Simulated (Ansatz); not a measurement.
The reference is TlBr in the zinc blende structure (space group F-43m, No. 216; a = 7.312 Å; a hypothetical phase, not in the database extracts checked).

Method: Ansatz (a quantum-chemistry and plane-wave program), PBEsol, PAW, cutoff 420 eV, scalar-relativistic without spin-orbit coupling.

For the base:

| Quantity | Value |
|---|---|
| Density | 4.83 g/cm³ |
| Width of the top valence band | 1.38 eV |
| Electron mass | 1.8 mₑ along k, 0.51 mₑ across (at X) |
| Band gap | 2.77 eV |
| Smallest direct gap | 2.91 eV |

Now apply this change: a hydrostatic pressure of 30 GPa.

### Question
Estimate the effect on the density.

### Answer
The density rises by 3.81 g/cm³, from 4.83 g/cm³ to 8.64 g/cm³.

### Question
Predict the new width of the top valence band.

### Answer
The width of the top valence band increases by 2.45 eV (1.38 eV → 3.83 eV).

### Question
Predict the new electron mass.

### Answer
The electron mass becomes 1.7 mₑ along k, 0.36 mₑ across (at X) (base: 1.8 mₑ along k, 0.51 mₑ across (at X)).

### Question
What happens to the band gap?

### Answer
The band gap shrinks by 2.533 eV to 0.23 eV.

### Question
Estimate the effect on the smallest direct gap.

### Answer
The smallest direct gap falls by 2.08 eV, from 2.91 eV to 0.83 eV.

Spin-orbit coupling, missing from the scalar runs, can matter with Tl. Load acts through the strain it causes; cell and atoms are relaxed under it. Effective masses come from finite differences of ±0.01 Å⁻¹. Along k means along the line from Γ to the band edge. Stability against distortions was not tested. Competing high-pressure phases were not computed. A zero or small gap of TlBr under pressure 30 GPa can be the functional's error rather than a property of the material.
